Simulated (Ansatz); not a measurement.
Base system: ZnCu₂SnS₄ (space group I-4, No. 82; a = 5.414 Å, c = 10.822 Å). Axes: x, y, z lie along a, b, c of the conventional cell.

Structures relaxed with Kohn–Sham DFT with the r2SCAN functional, run in Ansatz (a program for electronic structure) with PAW and 500 eV plane waves, without spin-orbit coupling.

Base:

Simulated powder pattern, Cu Kα1, λ = 1.54056 Å (kinematic, ideal powder, no thermal factors, no anomalous dispersion; the 10 strongest lines at most, above 2 %, up to 2θ = 90°):

| 2θ (°) | I/Imax (%) | hkl |
|---|---|---|
| 28.54 | 100 | (112) |
| 33.06 | 10 | (200) |
| 33.08 | 5.2 | (004) |
| 47.47 | 58 | (204) |
| 56.31 | 27 | (132) |
| 56.34 | 14 | (116) |
| 69.37 | 5.8 | (400) |
| 76.68 | 10 | (316) |
| 88.38 | 12 | (244) |
| 88.42 | 6.0 | (228) |

One thing is altered: tensile biaxial strain of 0.88 % in the plane normal to [001], as in epitaxy on a mismatched substrate; the out-of-plane cell vector and the atoms relax.

After the change:

Simulated powder pattern, Cu Kα1, λ = 1.54056 Å (kinematic, ideal powder, no thermal factors, no anomalous dispersion; the 10 strongest lines at most, above 2 %, up to 2θ = 90°):

| 2θ (°) | d (Å) | I/Imax (%) | hkl |
|---|---|---|---|
| 28.48 | 3.132 | 100 | (112) |
| 32.77 | 2.731 | 11 | (200) |
| 47.02 | 1.931 | 20 | (220) |
| 47.53 | 1.911 | 38 | (204) |
| 55.89 | 1.644 | 28 | (132) |
| 56.80 | 1.620 | 13 | (116) |
| 68.68 | 1.365 | 5.9 | (400) |
| 76.74 | 1.241 | 10 | (316) |
| 87.78 | 1.111 | 12 | (244) |
| 88.92 | 1.100 | 5.9 | (228) |

The indices refer to the base's conventional cell; one index is shown for lines that coincide.

Whether these cells are dynamically stable was not tested. The final runs are not spin-polarised.
